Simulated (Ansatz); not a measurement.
Given:

End structure of a constructed model of the (111) surface of fcc Ir, a layer of Ru in place of the third plane (bottom of the slab: a bare face, its two planes held):

```
CELL_PARAMETERS angstrom
      2.73720     0.00000     0.00000
     -1.36860     2.37048     0.00000
      0.00000     0.00000    27.50000
ATOMIC_POSITIONS crystal
  Ir 0.33333 0.66667 0.29574
  Ir 0.66667 0.33333 0.37700
  Ir 0.00000 0.00000 0.45857
  Ru 0.33333 0.66667 0.53892
  Ir 0.66667 0.33333 0.61817
  Ir 0.00000 0.00000 0.69856
```

Set-up: 6 atoms, 11.2 Å thick at the start with caps and adatoms (thin: gaps and levels are the slab's own); mesh 16x16x1; 0.1 eV smearing; dipole correction on; 2 atoms held, the rest relaxed; symmetry of the start imposed; no spin, no spin-orbit, no U. In PBE it lies 0.12 eV a 1x1 cell over the lowest computed structure of the same composition (a layer of Ru in place of the second plane).

Task: Give the work function of the top face at the level PBE (Ansatz, a program for electronic structure).

Result: 5.48 eV
